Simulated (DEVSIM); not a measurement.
System: illuminated Si n-on-p cell, one wavelength, with a back-surface field, at 300 K.

Layer 1 from the left is Si, thickness (μm) 0.150, Nd (cm⁻³) 2.4e18, τn (s) 6.1e-7, τp (s) 4.2e-8, absorption coefficient (cm⁻¹) 2100. Layer 2 from the left is Si, thickness (μm) 230, Na (cm⁻³) 6.7e15, τn (s) 1.2e-6, τp (s) 1.2e-6, absorption coefficient (cm⁻¹) 2100. Layer 3 from the left is Si, thickness (μm) 0.140, Na (cm⁻³) 5.2e18, τn (s) 1.2e-6, τp (s) 1.2e-6, absorption coefficient (cm⁻¹) 2100.

Left contact: ohmic, minority hole recombination velocity 30 cm/s. Right contact: ohmic, minority electron recombination velocity 60000 cm/s. Voltage is applied to the left contact. Recombination: SRH at mid-gap, radiative, Auger. Light enters at the left, 9.3e15 photons cm⁻² s⁻¹, one pass, no reflection. Mobility is μmin + (μ − μmin)/(1 + (N/Nref)^α).

Constants are typed, rounded textbook-type inputs, not results; the design itself was drawn at random and stands for no fabricated device. Values at 300 K.

Si: gap (eV) 1.124, affinity (eV) 4.05, permittivity 11.7, Nc (cm⁻³) 2.86e19, Nv (cm⁻³) 3.1e19, μn (cm²/Vs) 1417, μp (cm²/Vs) 470, μn,min 52, μp,min 45, Nref,n 9.7e16, Nref,p 2.2e17, αn 0.68, αp 0.72, B (cm³/s) 4.7e-15, Cn (cm⁶/s) 2.8e-31, Cp (cm⁶/s) 9.9e-32.

DEVSIM, 1D drift-diffusion, Boltzmann statistics, complete ionisation; no tunnelling, impact ionisation, image-force lowering or self-heating.

Problem. What does the simulation give for the dark forward voltage at 100 A/cm², the fill factor?

Solution. dark forward voltage at 100 A/cm² 1.035 V; fill factor 0.79.
